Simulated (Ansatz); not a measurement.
InPd2, pressure series

Start from InPd2 (space group Pnma, No. 62; a cell from a computed database, its experimental status unchecked).

```
CELL_PARAMETERS angstrom
      5.62713     0.00000     0.00000
      0.00000     4.17896     0.00000
      0.00000     0.00000     8.24945
ATOMIC_POSITIONS crystal
  In 0.82660 0.25000 0.59939
  In 0.17340 0.75000 0.40061
  In 0.67340 0.75000 0.09939
  In 0.32660 0.25000 0.90061
  Pd 0.92688 0.25000 0.26800
  Pd 0.07312 0.75000 0.73200
  Pd 0.57312 0.75000 0.76800
  Pd 0.42688 0.25000 0.23200
  Pd 0.65425 0.75000 0.42686
  Pd 0.34575 0.25000 0.57314
  Pd 0.84575 0.25000 0.92686
  Pd 0.15425 0.75000 0.07314
```

Cell and atoms are relaxed at each pressure.

Calculations: PBEsol (Ansatz, a quantum-chemistry and plane-wave program; PAW; 420 eV plane waves; without spin-orbit coupling).

| P (GPa) | V (Å³/atom) |
|---|---|
| -2.00 | 16.382 |
| -1.00 | 16.271 |
| 0.30 | 16.135 |
| 0.70 | 16.095 |
| 1.49 | 16.016 |
| 3.00 | 15.873 |
| 5.00 | 15.695 |
| 7.51 | 15.489 |
| 10.01 | 15.298 |

### Question
Fit a third-order Birch–Murnaghan equation of state.

### Answer
Least squares on P(V) = (3B₀/2)[(V₀/V)^(7/3) − (V₀/V)^(5/3)]·[1 + (3/4)(B₀′ − 4)((V₀/V)^(2/3) − 1)] gives V₀ = 16.17 Å³/atom, B₀ = 156 GPa and B₀′ = 5.4.

Load acts through the strain it causes; cell and atoms are relaxed under it. Whether these cells are dynamically stable was not tested. No other phases were tried under pressure. All final runs are without spin polarisation.
